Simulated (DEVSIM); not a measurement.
Device: abrupt Ge p-n junction, at 300 K.

Layer 1 from the left is Ge, thickness (μm) 65.0, Na (cm⁻³) 1.6e16, τn (s) 7.4e-6, τp (s) 7.4e-6. Layer 2 from the left is Ge, thickness (μm) 27.0, Nd (cm⁻³) 2e16, τn (s) 7.4e-6, τp (s) 7.4e-6.

Left contact: ohmic. Right contact: ohmic. Voltage is applied to the left contact. Recombination: SRH at mid-gap, radiative. Mobility is μmin + (μ − μmin)/(1 + (N/Nref)^α).

The device is made up for the run: typed textbook-type constants, with dimensions and the other settings drawn at random. Values at 300 K.

Ge: gap (eV) 0.664, affinity (eV) 4, permittivity 16, Nc (cm⁻³) 1.04e19, Nv (cm⁻³) 6e18, μn (cm²/Vs) 3900, μp (cm²/Vs) 1900, μn,min 150, μp,min 100, Nref,n 2.6e17, Nref,p 4e17, αn 0.56, αp 0.6, B (cm³/s) 6.4e-14.

Q: Estimate by hand the built-in potential, the peak field at zero bias, the capacitance at -0.6 V, and compare with a numerical solution.

A: 
- Built-in potential: ni = √(Nc Nv) exp(−Eg/2kT) = 2.09e13 cm⁻³ with Eg = 0.664 eV; Vbi = kT/q ln(Na Nd/ni²) = 0.349 V; numerical 0.349 V.
- Peak field at zero bias: depletion approximation: W = √(2εVbi/(qN)) = 0.264 μm with N = 8.89e15 cm⁻³; field = 2Vbi/W = 26500 V/cm; numerical 24500 V/cm (estimate above by 8.3 %).
- Capacitance at -0.6 V: C = √(qεN / 2(Vbi + |V|)) = 32.6 nF/cm²; numerical 33.5 nF/cm² (estimate below by 2.7 %).

Simulated with DEVSIM: 1D drift-diffusion, Boltzmann statistics, complete ionisation; no tunnelling, impact ionisation, image-force lowering or self-heating.
